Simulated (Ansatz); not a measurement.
## Competing hops of Mg-vacancy pair in bcc W, neutral cell

Defect migration in bcc W: Mg-vacancy pair (Mg on one host W site, one W site vacant), neutral cell. Method: PBE, PAW (plane waves to 420 eV; Ansatz, a quantum-chemistry and plane-wave program).

Cell of 36 host sites held at the relaxed PBE lattice; a 2×2×3 k-point mesh shifted by half a step; Fermi-Dirac width 0.10 eV, spin-restricted; finite-size errors left in. Energies are static. Spin-orbit coupling is left out. Forms of the defect that were not tried may lie lower.

Barriers: single points on a 3×3×5 k-point mesh shifted by half a step at the bands' geometries.

```tsv
Route	Start site over the lowest site run (eV)	Hop (Å)	Forward barrier (eV)	Backward barrier (eV)	Neighbours at the start	Neighbours at the saddle	Saddle order	Forward, on the band's own sampling (eV)
Mg and the vacancy change places (Mg-vacancy distance between ideal sites 2.76 Å throughout)	0.00	2.31	0.55	0.55	2 W at 2.76, W at 2.78, 3 W at 2.84, W at 2.98, 2 W at 3.04, W at 3.08, 2 W at 3.28, W at 3.29 Å	4 W at 2.72, 2 W at 2.74, 4 W at 3.41, 2 W at 3.41 Å	not checked, on a symmetry element	0.58
```

Paths come from nudged elastic bands with a climbing image.  A band can be held on a symmetry element, so unchecked saddle points there may be too high.
